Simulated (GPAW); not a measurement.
# Short convergence ladders for Cs (Im-3m, 1 atom in the cell)

```
Cs
1.0
   -3.03475     3.03475     3.03475
    3.03475    -3.03475     3.03475
    3.03475     3.03475    -3.03475
Cs
1
Cartesian
  0.00000   0.00000   0.00000
```

Base method: PBEsol, GPAW PAW datasets PBEsol (made by gpaw-setup) (plane waves; GPAW).

Base settings: mode = pw; ecut = 550 eV; xc = PBEsol; kpts = 5 5 5; mesh shift (steps) = 0 0 0; occupations.name = methfessel-paxton; occupations.width = 0.1 eV; occupations.order = 0; nbands = -9; symmetry.symmorphic = false.

The count of work is k-points × plane waves × bands × iterations; it is no time. 

**The width of Fermi-Dirac smearing**

In this ladder: kpts = 8 8 8; occupations.name = fermi-dirac; occupations.order = default.

Narrow widths need finer meshes than wide ones, so the last steps can hold mesh noise.

Only quantities that move along the ladder and can be compared are tabulated; pressure and forces are left out, as mesh noise rules them at narrow widths.

```csv
occupations.width,free energy less the last step's (meV/atom),energy extrapolated to zero width less the last step's (meV/atom)
1 eV,-1605.64,-263.91
0.5 eV,-465.24,-33.00
0.3 eV,-172.80,-9.46
0.2 eV,-77.33,-7.30
0.1 eV,-17.75,-3.38
0.05 eV,0.00,0.00
```

Widest occupations.width that holds the energy extrapolated to zero width within 2 meV/atom: not settled: the last two steps still differ by 3.4 meV/atom, over half the tolerance, so the ladder does not show it.

Widest occupations.width that holds the free energy within 5 meV/atom: not settled: the last two steps still differ by 18 meV/atom, over half the tolerance, so the ladder does not show it.

The extrapolation to zero width removes most of the smearing's effect on the energy.

**The width of Methfessel-Paxton smearing**

In this ladder: kpts = 8 8 8; occupations.order = 1.

Narrow widths need finer meshes than wide ones, so the last steps can hold mesh noise.

Only quantities that move along the ladder and can be compared are tabulated; pressure and forces are left out, as mesh noise rules them at narrow widths.

| occupations.width | free energy less the last step's (meV/atom) |
|---|---|
| 1 eV | 3.07 |
| 0.5 eV | -9.84 |
| 0.3 eV | -6.99 |
| 0.2 eV | -4.56 |
| 0.1 eV | -1.58 |
| 0.05 eV | 0.00 |

State of the free energy at the end of the ladder: still drifting one way, by 4.6 meV/atom over the last two steps, so the last step is no safe reference.

**The mesh under tetrahedron occupations**

In this ladder: occupations.name = improved-tetrahedron-method; occupations.width = default; occupations.order = default.

Only quantities that move along the ladder and can be compared are tabulated.

| kpts | free energy less the last step's (meV/atom) | count of work / last |
|---|---|---|
| 3 3 3 | -63.10 | 0.021 |
| 4 4 4 | -5.18 | 0.041 |
| 5 5 5 | -8.26 | 0.051 |
| 6 6 6 | -0.06 | 0.082 |
| 8 8 8 | 0.07 | 0.15 |
| 9 9 9 | -1.04 | 0.18 |
| 12 12 12 | 0.06 | 0.37 |
| 14 14 14 | 0.05 | 0.53 |
| 18 18 18 | 0.00 | 1.0 |

Coarsest kpts that holds the free energy within 0.5 meV/atom of the last step, with all finer ones: 12 12 12, at 0.37 of the last step's count of work; the step before is off by 1.0 meV/atom.

On the base run: the starting cell has typed, rounded lattice constants, without a prior relaxation at this level. Its lattice was rescaled by up to half a per cent.

Left out of this page: 4 runs of the series outside the window shown, repeating another row's setting, or not comparable.
